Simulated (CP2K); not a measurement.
A user runs CP2K on CaGaAu (Pnma, 12 atoms in the cell) and asks whether the run is sound. The aim is a self-consistent single point with DFT PBEsol, GPW, DZVP-MOLOPT-SR-GTH basis, GTH-PBE potentials (GTH_POTENTIALS).

The input file:

```
&GLOBAL
  PROJECT bulk
  RUN_TYPE ENERGY_FORCE
  PRINT_LEVEL MEDIUM
&END GLOBAL
&FORCE_EVAL
  METHOD Quickstep
  STRESS_TENSOR ANALYTICAL
  &DFT
    BASIS_SET_FILE_NAME BASIS_MOLOPT
    POTENTIAL_FILE_NAME GTH_POTENTIALS
    CHARGE -2
    &QS
      METHOD GPW
      EPS_DEFAULT 1E-10
    &END QS
    &MGRID
      CUTOFF 600
      REL_CUTOFF 60
      NGRIDS 5
    &END MGRID
    &SCF
      SCF_GUESS ATOMIC
      EPS_SCF 1E-7
      MAX_SCF 100
      ADDED_MOS 22
      &DIAGONALIZATION
        ALGORITHM STANDARD
      &END DIAGONALIZATION
      &MIXING
        METHOD BROYDEN_MIXING
        ALPHA 0.3
        NBUFFER 8
        BETA 1
      &END MIXING
      &SMEAR ON
        METHOD METHFESSEL_PAXTON
        SIGMA [eV] 0.1
      &END SMEAR
    &END SCF
    &KPOINTS
      SCHEME MONKHORST-PACK 3 5 3
    &END KPOINTS
    &XC
      &XC_FUNCTIONAL
        &PBE
          PARAMETRIZATION PBESOL
        &END PBE
      &END XC_FUNCTIONAL
    &END XC
    &PRINT
      &MO
        EIGENVALUES T
        OCCUPATION_NUMBERS T
        NDIGITS 8
        FILENAME mo
        &EACH
          QS_SCF 0
        &END EACH
        ADD_LAST NUMERIC
      &END MO
      &MULLIKEN ON
      &END MULLIKEN
    &END PRINT
  &END DFT
  &SUBSYS
    &CELL
      ABC 7.28200000 4.54200000 7.73300000
      ALPHA_BETA_GAMMA 90.00000000 90.00000000 90.00000000
      PERIODIC XYZ
    &END CELL
    &COORD
      SCALED
      Ga       0.18070000     0.25000000     0.07920000
      Ga       0.31930000     0.75000000     0.57920000
      Ga       0.68070000     0.25000000     0.42080000
      Ga       0.81930000     0.75000000     0.92080000
      Au       0.29470000     0.25000000     0.40630000
      Au       0.20530000     0.75000000     0.90630000
      Au       0.79470000     0.25000000     0.09370000
      Au       0.70530000     0.75000000     0.59370000
      Ca       0.00620000     0.25000000     0.69940000
      Ca       0.49380000     0.75000000     0.19940000
      Ca       0.50620000     0.25000000     0.80060000
      Ca       0.99380000     0.75000000     0.30060000
    &END COORD
    &KIND Ga
      BASIS_SET DZVP-MOLOPT-SR-GTH
      POTENTIAL GTH-PBE-q13
    &END KIND
    &KIND Au
      BASIS_SET DZVP-MOLOPT-SR-GTH
      POTENTIAL GTH-PBE-q11
    &END KIND
    &KIND Ca
      BASIS_SET DZVP-MOLOPT-SR-GTH
      POTENTIAL GTH-PBE-q10
    &END KIND
  &END SUBSYS
  &PRINT
    &FORCES ON
    &END FORCES
    &STRESS_TENSOR ON
    &END STRESS_TENSOR
  &END PRINT
&END FORCE_EVAL
```

Log, with long lists cut:

```
 GLOBAL| Method name                                                        CP2K
 GLOBAL| Project name                                                       bulk
 GLOBAL| Run type                                                   ENERGY_FORCE

   [... lines left out ...]
 BRILLOUIN| List of Kpoints [2 Pi/Bohr]                                       23
 BRILLOUIN| Number           Weight            X              Y              Z
 BRILLOUIN|     1           0.04444       -0.33333       -0.40000       -0.33333
 BRILLOUIN|     2           0.04444       -0.33333       -0.40000        0.00000
 BRILLOUIN|     3           0.04444       -0.33333       -0.40000        0.33333
   [... 20 lines left out ...]
 *******************************************************************************

 Extrapolation method: initial_guess

 Re-scaling the density matrix to get the right number of electrons
                  # Electrons              Trace(P)               Scaling factor
                          138               136.000                        1.015

 Number of electrons:                                                        138
 Number of occupied orbitals:                                                 69
 Number of molecular orbitals:                                                91

 Number of orbital functions:                                                256
 Number of independent orbital functions:                                    256
 SCF WAVEFUNCTION OPTIMIZATION

  Step     Update method      Time    Convergence         Total energy    Change
     1 NoMix/Diag. 0.30E+00      -     1.56535773      -578.7127168637 -5.79E+02
     2 Broy./Diag. 0.30E+00      -     0.17665307      -589.6351392030 -1.09E+01
     3 Broy./Diag. 0.30E+00      -     0.11446553      -581.9137047691  7.72E+00
     4 Broy./Diag. 0.30E+00      -     0.05079206      -577.8142879819  4.10E+00
     5 Broy./Diag. 0.30E+00      -     0.01638025      -576.7556639556  1.06E+00
     6 Broy./Diag. 0.30E+00      -     0.00113302      -576.8553332545 -9.97E-02
   [... 7 lines left out ...]
    14 Broy./Diag. 0.30E+00      -     0.00000144      -576.8466173712 -6.13E-05
    15 Broy./Diag. 0.30E+00      -     0.00000033      -576.8466231461 -5.77E-06
    16 Broy./Diag. 0.30E+00      -     0.00000027      -576.8466173441  5.80E-06
    17 Broy./Diag. 0.30E+00      -     0.00000003      -576.8466138636  3.48E-06
  *** SCF run converged in    17 steps ***

  Overlap energy of the core charge distribution:               0.00000002398586
  Self energy of the core charge distribution:               -909.91701808729147
  Core Hamiltonian energy:                                    258.39367718481526
  Hartree energy:                                             156.64260140634525
  Exchange-correlation energy:                                -81.96571454666623
  Smearing free energy correction:                             -0.00015984472130
  Fermi energy:                                                 0.27714111781051

  Total energy:                                              -576.84661386357459

                     Mulliken Population Analysis

   [... lines left out ...]
 STRESS|                        x                   y                   z
 STRESS|      x        1.16284930906E+05  -4.61346341741E-06  -1.22215514498E-03
 STRESS|      y       -4.61346341741E-06   1.26698100772E+05   3.17129927769E-08
 STRESS|      z       -1.22215514498E-03   3.17129927769E-08   1.30487860258E+05
 STRESS| 1/3 Trace                                             1.24490297312E+05
```

**Question.** Is this run sound? If not, what is wrong?

**Answer.** The run is not sound. The fault is an unintended net charge. A charged periodic cell changes the electron count and is neutralised by a uniform background, so energy, forces and pressure belong to another system. To fix it, remove the charge. The run converged in 17 iterations without an error; against the sound input the pressure goes from -0.54 to 12.45 GPa and the largest force goes from 0.077 to 0.176 eV/Å.

An input that runs soundly differs in these lines (not the only fix; some lines may just follow from the change or write a value another way):
```diff
-    CHARGE -2
```

With that input, the run converged in 17 iterations: free energy E − TS -15711.6091 eV; Fermi level (on the code's own zero) 7.22 eV; pressure -0.54 GPa; largest force (vector length) 0.077 eV/Å (DFT PBEsol, GPW, DZVP-MOLOPT-SR-GTH basis, GTH-PBE potentials (GTH_POTENTIALS)).

On the sound input: the starting cell comes from a database of published, mostly measured structures (it also holds non-ambient and calculated ones), without a prior relaxation at this level. Values carry the incompleteness of an atom-centred basis. The potentials were made for another functional than the one used.
